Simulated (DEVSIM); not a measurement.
## illuminated GaAs p-on-n cell, one wavelength

Structure: illuminated GaAs p-on-n cell, one wavelength, at 350 K.

```csv
layer (left to right),material,thickness (μm),Nd (cm⁻³),Na (cm⁻³),τn (s),τp (s),absorption coefficient (cm⁻¹)
1,GaAs,0.0870,-,1.1e18,9.6e-10,5.1e-9,27000
2,GaAs,1.20,2e15,-,6e-8,6e-8,27000
```

Left contact: ohmic, minority electron recombination velocity 7e5 cm/s. Right contact: ohmic, minority hole recombination velocity 200 cm/s. Voltage is applied to the left contact. Recombination: SRH at mid-gap, radiative, Auger. Light enters at the left, 2.8e18 photons cm⁻² s⁻¹, one pass, no reflection. Mobility is μmin + (μ − μmin)/(1 + (N/Nref)^α).

The device is made up for the run: typed textbook-type constants, with dimensions and the other settings drawn at random. Values at 300 K; Nc and Nv go as T^1.5, mobilities as T to minus their exponent, the gap by Varshni's rule with the affinity fixed.

```
parameter             GaAs
----------------  --------
gap (eV)             1.424
affinity (eV)         4.07
permittivity          12.9
Nc (cm⁻³)           4.7e17
Nv (cm⁻³)             9e18
μn (cm²/Vs)           8500
μp (cm²/Vs)            400
μn,min                 500
μp,min                  20
Nref,n                6e16
Nref,p              1.5e17
αn                    0.39
αp                    0.38
T exponent of μn       2.1
T exponent of μp       2.2
B (cm³/s)            2e-10
Cn (cm⁶/s)           1e-30
Cp (cm⁶/s)           1e-30
Varshni α (eV/K)  0.000541
Varshni β (K)          204
```

Model (solved in DEVSIM): 1D drift-diffusion, Boltzmann statistics, complete ionisation; no tunnelling, impact ionisation, image-force lowering or self-heating.

```json
{
  "potential_step_across_the_device_at_zero_bias": "1.159 V",
  "largest_field_in_the_device_at_zero_bias": "62000 V/cm",
  "Dark forward voltage at 1 A/cm²": "0.980 V",
  "Dark forward voltage at 100 A/cm²": "1.131 V",
  "short_circuit_current": "430 mA/cm²",
  "open_circuit_voltage": "0.949 V",
  "fill_factor": "0.85",
  "largest_power": "345 mW/cm²",
  "share_of_generated_pairs_collected_at_short_circuit": "0.988"
}
```

Current under light (generator sign):

```csv
V (V),J (mA/cm²)
0.00,430
0.16,430
0.32,430
0.48,429
0.64,429
0.80,423
0.82,418
0.84,410
0.86,396
0.88,369
0.90,323
0.92,241
0.94,99.5
0.96,-146
```

Dark forward current:

| V (V) | J (A/cm²) |
|---|---|
| 0.05 | 2.6e-9 |
| 0.10 | 8.1e-9 |
| 0.20 | 5.2e-8 |
| 0.25 | 1.2e-7 |
| 0.30 | 3.0e-7 |
| 0.35 | 7.2e-7 |
| 0.45 | 4.2e-6 |
| 0.50 | 1.0e-5 |
| 0.55 | 2.6e-5 |
| 0.60 | 6.7e-5 |
| 0.70 | 0.00053 |
| 0.75 | 0.0017 |
| 0.80 | 0.0062 |
| 0.85 | 0.025 |
| 0.95 | 0.43 |
| 1.00 | 1.8 |
| 1.05 | 7.9 |
| 1.10 | 38 |
| 1.20 | 920 |
| 1.25 | 4400 |
